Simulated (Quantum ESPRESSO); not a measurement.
## Short convergence ladders for Au (P-1, 2 atoms in the cell)

```
CELL_PARAMETERS angstrom
      2.82957     0.00000     0.00000
     -0.01302     2.83428     0.00000
     -1.14359    -1.19134     4.94864
ATOMIC_POSITIONS crystal
  Au 0.33124 0.33829 0.73604
  Au 0.67286 0.66596 0.27406
```

Base method: LDA (PZ), GBRV 1.5 ultrasoft (LDA) pseudopotentials (plane waves; Quantum ESPRESSO).

Base settings: ecutwfc = 40 Ry; ecutrho = 320 Ry; occupations = smearing; smearing = gaussian; degauss = 0.0073499 Ry; potentials = {Au: au_lda_v1.uspp.F.UPF}; K_POINTS = automatic 4 4 3 0 0 0; conv_thr = 1e-10 Ry; mixing_beta = 0.4.

The count of work is k-points × plane waves × bands × iterations; it is no time. 

**The cutoff for other potential files**

Moved along: ecutrho.

The second cell is the first with its lattice scaled by 0.98.

The mesh stays at the base's, so the ladder's end is converged at best in this setting alone.

Only quantities that move along the ladder and can be compared are tabulated.

```tsv
ecutwfc	free energy less the last step's (meV/atom)	energy of the compressed cell less the first (meV/atom)	pressure (GPa)	largest difference of a force vector from the last step's (eV/Å)	count of work / last
18 Ry	1223.49	-76.34	-83.37	0.135	0.11
28 Ry	9.13	-84.02	-14.56	0.002	0.21
34 Ry	6.41	-84.12	-14.61	0.000	0.28
60 Ry	2.77	-84.15	-14.60	0.000	0.65
80 Ry	0.00	-84.16	-14.55	0.000	1.0
```

Coarsest ecutwfc that holds the pressure within 1 GPa of the last step, with all finer ones: 28 Ry, at 0.21 of the last step's count of work; the step before is off by 69 GPa.

Coarsest ecutwfc that holds the forces within 0.02 eV/Å of the last step, with all finer ones: 28 Ry, at 0.21 of the last step's count of work; the step before is off by 0.13 eV/Å.

Coarsest ecutwfc that holds the free energy within 5 meV/atom: not settled: the last two steps still differ by 2.8 meV/atom, over half the tolerance, so the ladder does not show it.

At the lowest cutoff the pressure lies 68.8 GPa under the last step's, the usual sign of Pulay stress in an incomplete plane-wave basis.

**The density cutoff**

The second cell is the first with its lattice scaled by 0.98.

The mesh stays at the base's, so the ladder's end is converged at best in this setting alone.

Only quantities that move along the ladder and can be compared are tabulated.

```csv
ecutrho,free energy less the last step's (meV/atom),energy of the compressed cell less the first (meV/atom),pressure (GPa),largest difference of a force vector from the last step's (eV/Å)
80 Ry,-8.41,-83.68,-13.72,0.008
120 Ry,0.13,-84.14,-14.58,0.000
160 Ry,0.10,-84.14,-14.58,0.000
200 Ry,0.00,-84.13,-14.58,0.000
240 Ry,-0.02,-84.15,-14.58,0.000
320 Ry,0.00,-84.15,-14.58,0.000
400 Ry,0.00,-84.15,-14.58,0.000
480 Ry,0.00,-84.16,-14.58,0.000
640 Ry,0.00,-84.16,-14.58,0.000
```

Coarsest ecutrho that holds the forces within 0.005 eV/Å of the last step, with all finer ones: 120 Ry; the step before is off by 0.008 eV/Å.

Coarsest ecutrho that holds the energy of the compressed cell less the first within 0.2 meV/atom of the last step, with all finer ones: 120 Ry; the step before is off by 0.48 meV/atom.

Coarsest ecutrho that holds the free energy within 0.5 meV/atom of the last step, with all finer ones: 120 Ry; the step before is off by 8.4 meV/atom.

The energy difference between the two cells stays within 1 meV/atom of the last step's from 80 Ry on, the total only from 120 Ry on: much of the error is common to both cells and cancels.

On the base run: the starting cell comes from a database of computed structures (which also holds hypothetical and non-ambient phases and stackings), without a prior relaxation at this level. Its lattice was rescaled by up to half a per cent. One atom was moved a little off its site on purpose. In the base run, with a pressure of about -15 GPa the cell is away from its equilibrium volume at this level. Without a gap this mesh is coarse (it stands for a supercell whose shortest vector is 11 Å).
